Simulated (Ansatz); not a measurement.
Functionals compared on the (21-30) surface of hcp Co, ferromagnetic in its 1x1 cell, outermost plane spacing 0.27 Å in the ideal cut, in Ansatz (plane waves, PAW). The structure was relaxed with PBE; the other rows are single points on it, each with its references at the same level. Cutoff 420 eV.

Slab: 26 atoms, 10.1 Å thick at the start (thin: gaps and levels are the slab's own); k 9x6x1, smearing 0.1 eV, dipole-corrected; all atoms relaxed; symmetry of the start imposed; spin-polarised, no spin-orbit, no U. These notes are the PBE run's.

```
functional  surface energy (J/m²)  work function of the top face (eV)  magnetic moment of the cell (μB)  rough cost of the single point
----------  ---------------------  ----------------------------------  --------------------------------  ------------------------------
PBE                          2.50                                4.48                             44.10                               –
LDA                          3.18                                4.81                             43.23  around 40 core-minutes (rough)
PBEsol                       2.93                                4.57                             44.06         roughly 24 core-minutes
RPBE                         2.22                                4.32                             44.34         roughly 40 core-minutes
```

Ansatz is a first-principles code.
